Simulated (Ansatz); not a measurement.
# GaN: transverse stress against strain

GaN (wurtzite, P6_3mc, 11.051 Å³/atom and stress up to 0.01 GPa in the relaxed cell, c along z) under a strain ε along c (axis z), the other axes held. LDA in Ansatz, a plane-wave DFT program (PAW, default set), 420 eV, 12×12×7 Γ-centred mesh, Fermi-Dirac smearing 0.05 eV; ions are relaxed, or left where forces stay under 0.02 eV/Å, within the symmetry of each cell. Stress is positive for a compressed cell.

Here s stands for strain and y for stress xx.

```
strain (%)  stress xx (GPa)
----------  ---------------
-3.00                     ?
-1.20                  1.28
-0.60                  0.62
0.00                   0.00
0.60                  -0.59
1.20                  -1.14
```

Problem. Using a straight line, estimate the missing y at s = -3.00 from the other rows, showing the fit.

Solution. Means: s 0, y 0.034. About the means, the sum of products is -3.6300 and the sum of squares of s is 3.6000; the slope is their ratio. Least squares gives y = 0.034 - 1.0083·s. Residuals (row less fit): 0.036, -0.019, -0.034, -0.019, 0.036; standard error 0.039 (degrees of freedom: 3). The slope gives the elastic constant C13 = 101 ± 2 GPa (± standard error of the fit, which holds the terms cut off). At the withheld row, y = 0.034 - 1.0083 × (-3.0) = 3.059 GPa. The calculation gives 3.53 GPa, 0.471 GPa above the prediction (10.1 % of the range of y in the table). The row lies outside the fitted rows, so this is an extrapolation. From the scatter of the fitted rows alone, a prediction at this place has a standard error of 0.074 GPa, so the miss is 6.4 times that.

A polynomial of degree 2 through the 10 other runs of the series gives 3.50 there, so most of the miss is curvature that the fit leaves out. Rows are the converged runs of the series near zero and its far end; series whose fitted rows scatter by over a few per cent of the range, as at a crossing or softening among them, aren't shown in this form, nor equations of state whose B0' disagrees with the runs' pressures. Most that stay on the fit to the last digits aren't either.
